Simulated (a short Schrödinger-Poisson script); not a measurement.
Stack: symmetric double-gate stack, SiO2 on p-type Si(100), at 400 K.

| layer | material | thickness (nm) | Na (cm⁻³) |
|---|---|---|---|
| 1 | SiO2 | 3.8 | - |
| 2 | Si | 6 | 3e15 |
| 3 | SiO2 | 3.8 | - |

Constants are typed, rounded textbook-type inputs, not results; the design itself was drawn at random and stands for no fabricated device. SiO2: permittivity 3.9, conduction-band edge (eV) 3.15, gap (eV) 9, electron mass (mₑ) 0.5. Si: permittivity 11.7, conduction-band edge (eV) 0, gap (eV) 1.124, Nv at 300 K (cm⁻³) 3.1e19.

Channel valleys (confinement mass, in-plane density-of-states mass, number): Δ2 0.916, 0.19, 2; Δ4 0.19, 0.417, 4. At the gates, both at one voltage, the conduction-band edge of layer 1 lies 3.3 eV − eVg above the Fermi level of the channel. Gaps are held at their typed values at every temperature. Mesh 0.03 nm at interfaces.

Solved with a short Schrödinger-Poisson script written for these runs: 1D Poisson equation in equilibrium, electrons quantum, Hartree (BenDaniel-Duke, 12 states a valley, the channel's in-plane mass for all, wave functions ending at the dielectric), parabolic valleys, classical holes, full ionisation, no traps, pinning or gate leakage.

The same stack at other levels of the model or other numerical settings:

```tsv
run	sheet density of all electrons at Vg = 2.4 V (cm⁻²)	sheet density of all electrons at Vg = 0.6 V (cm⁻²)	capacitance of both gates at Vg = 2.4 V (μF/cm²)	rough cost against the base
base	2.26e13	4.75e12	1.64	about 1
electrons treated as classical, Boltzmann	___	5.36e12	1.76	0.06
electrons treated as classical, Fermi-Dirac	___	5.32e12	___	0.2
mesh six times as coarse	2.26e13	4.75e12	1.64	0.4
```

Q: Some entries are withheld; supply them.

A: 
- electrons treated as classical, Boltzmann, sheet density of all electrons at Vg = 2.4 V (cm⁻²): 2.47e13
- electrons treated as classical, Fermi-Dirac, sheet density of all electrons at Vg = 2.4 V (cm⁻²): 2.43e13
- electrons treated as classical, Fermi-Dirac, capacitance of both gates at Vg = 2.4 V (μF/cm²): 1.72

The classical rows ignore confinement, and Boltzmann statistics overrate the density once the band edge passes the Fermi level.
